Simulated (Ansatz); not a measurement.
# Formation energy of the neutral Mo_i in Si (diamond, Fd-3m): levels of theory

We look at the formation energy of the neutral Mo_i in Si (diamond, Fd-3m). Reaction: 64 Si (diamond) + Mo (bcc) → cell A.

A: a supercell of 64 sites of Si (diamond, Fd-3m) with Mo off the lattice sites (10 Si at 2.45–2.76 Å); spin state with PBE: run without spin.

Ansatz (a program for electronic structure) with PAW potentials; structures come from PBE relaxations, nuclei static, no net charge. Ansatz runs with its default PAW set. Other levels take these structures. HSE06 runs on coarser k-point meshes, mended by the PBE difference between the two meshes. Some cells are metallic or hold partly filled levels, where a hybrid on a coarse mesh is less sure. The lattices are those relaxed with PBE, so at other levels the solids can be strained, which adds to the spread. Larger cells are relaxed from a start prepared with the learned potential CHGNet till forces fall under 0.03 eV/Å, which some starts already meet. A dispersion term (D3(BJ), or D4 for r2SCAN) was computed beside these levels and is taken off wherever the name lacks it. Mesh and cell size may move defect energies by 0.1 eV or more. Cell A has symmetry P-43m within 0.02 Å and got no random move, so less symmetric positions, which may lie lower, weren't tried.

```tsv
Method	value (eV)
PBE	2.19
PBE+D3(BJ)	2.10
LDA	?
PBEsol	1.83
RPBE	2.34
r2SCAN+D4	2.22
HSE06+D3(BJ)	2.28
```

Problem. Some entries are withheld; supply them.

Solution. 
- LDA, value (eV): 1.81

The levels shown span 0.53 eV, from LDA (1.81) to RPBE (2.34).

Rough cost of one single point on cell A, against PBEsol's on the same shared machine and with each level's own mesh and cutoff: r2SCAN within a factor of 2, HSE06 about 70 times.
